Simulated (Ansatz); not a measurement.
TiO₂ (Pbca, No. 61) was calculated with LDA (PAW; Ansatz, a program for electronic structure).

Run with plane-wave cutoff 500 eV, 6×6×4 k mesh (along the axes of the cell as run), gaussian smearing 0.02 eV, no spin polarisation, scalar-relativistic PAW data made under PBE.

Cell (relaxed at this level):

TiO2 is modelled in the orthorhombic space group Pbca (No. 61), Pearson symbol oP24. Lattice parameters: a = 5.073 Å, b = 9.095 Å, c = 5.390 Å, α = β = γ = 90.00°. Ti on 8c sees 6 O at 1.843–2.034 Å. O1 on 8c sees 1 Ti at 1.843 Å and 2 Ti at 1.965–1.984 Å. O2 on 8c is coordinated by 2 Ti at 1.897–1.909 Å and 1 Ti at 2.034 Å (trigonal planar). (Neighbours: up to the widest gap in distance over summed covalent radii, below 1.35, at either atom; cation-cation and far metal-metal contacts left out.)

Task: Predict the band gap.

Result: 
band gap: 2.33 eV (on the SCF k mesh)

Measured, for comparison: band gap 3.26 eV (temperature not stated, no zero-point or thermal correction; as tabulated in Wikipedia's data pages). Computed (rounded) less measured: band gap -0.93 eV.

Note: the relaxation could not lower the start's symmetry, so the cell can be a saddle point above a distorted one.
